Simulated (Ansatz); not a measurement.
Data:

```
CELL_PARAMETERS angstrom
      3.10241     0.00000     0.00000
     -1.55120     2.68676     0.00000
      0.00000     0.00000     5.03876
ATOMIC_POSITIONS crystal
  Si 0.33333 0.66667 0.99902
  Si 0.66667 0.33333 0.49902
  C  0.33333 0.66667 0.37598
  C  0.66667 0.33333 0.87598
```

Method: r2SCAN with spin-orbit coupling, rigid bands (plane waves, PAW; Ansatz, a first-principles code). Condition of this run: biaxial stress in the c plane of -5 GPa (compression positive) (the target of the relaxation). Cell: cell and atoms relaxed with PBEsol, then loaded as said.

**Question.** Predict the electron conductivity mass (n e² τ/σ) at 300 K, by direction if it differs.

**Answer.** 0.44 (x), 0.44 (y), 0.26 (z) mₑ.

**Question.** Predict the hole conductivity mass (n e² τ/σ) at 300 K, by direction if it differs.

**Answer.** 1.36 (x), 1.36 (y), 0.97 (z) mₑ.

**Question.** And the band gap?

**Answer.** 2.75 eV at this level; semilocal functionals usually fall short of the measured gap.

Rigid bands, one relaxation time for all states, no polarons. Geometry: cell and atoms relaxed with PBEsol.
